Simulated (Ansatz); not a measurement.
The reference is TeO₂ in the fluorite structure (space group Fm-3m, No. 225; a = 5.334 Å; a hypothetical phase, not in the database extracts checked).

One thing is altered: Se takes the place of Te on all its sites, then cell and atoms are relaxed.

Levels (all Ansatz, a quantum-chemistry and plane-wave program, PAW, earlier PAW set): r2SCAN (500 eV, no SOC); HSE06 (420 eV, no spin-orbit coupling); HSE06+SOC (420 eV, with spin-orbit coupling).

One geometry, relaxed with r2SCAN, under each level:

```json
[
 {"level": "r2SCAN", "band gap": "0.70 eV", "lowest conduction level above the VBM at special points": "X 1.09 eV; Γ 1.83 eV; K 3.24 eV"},
 {"level": "HSE06", "band gap": "1.34 eV", "lowest conduction level above the VBM at special points": "X 1.76 eV; Γ 2.50 eV; K 3.99 eV"},
 {"level": "HSE06+SOC", "band gap": "1.33 eV", "lowest conduction level above the VBM at special points": "X 1.74 eV; Γ 2.28 eV; K 3.96 eV"}
]
```

Single points use the geometry relaxed with r2SCAN. HSE06 was sampled on its mesh, a few special points and the semilocal edge points, so its gap is an upper bound. Differences between runs with and without spin-orbit coupling are approximate. Whether these cells are dynamically stable was not tested. As relaxed here, SeO2 is a hypothetical phase, not in the database extracts checked.
